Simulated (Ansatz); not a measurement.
Sn on the 1x1 (0001) surface of hcp Ti, one in a 2x2 cell, started at the site 'hollow Ti-Ti-Ti over Ti at depth 2.2 Å'

Level of theory: PBE (plane waves to 420 eV, PAW; Ansatz, an electronic-structure program).

Slab: 17 atoms, 6.8 Å thick at the start under the adsorbate (thin: gaps and levels are the slab's own); k 6x6x1, smearing 0.1 eV, dipole-corrected; 8 atoms held, the rest relaxed; symmetry of the start imposed; no spin, no spin-orbit, no U, no dispersion correction. At the end it is bonded to 3 Ti. In PBE it is, or lies within 0.03 eV of, the lowest of the starts that converged.

```
Item                                                                                                                       Value
--------------------------------------------------------------------------------------  ----------------------------------------
adsorption energy against an atom of beta tin                                                                           -1.07 eV
work function of the top face                                                                                            4.63 eV
change of the work function                                                                                              0.24 eV
change of the step from the bottom to the top vacuum level, against the clean slab                                       0.25 eV
energy released by relaxation                                                                                            0.31 eV
height of the binding atom over the mean of the host atoms within 0.3 Å of the top one                                   2.252 Å
nearest host atoms of the binding atom                                                  Ti at 2.83 Å, Ti at 2.83 Å, Ti at 2.83 Å
largest move of a host atom                                                                                               0.23 Å
cost                                                                                                 very roughly 3 core-minutes
```

A negative adsorption energy means that the adsorbate is more stable on the surface than in its reference.
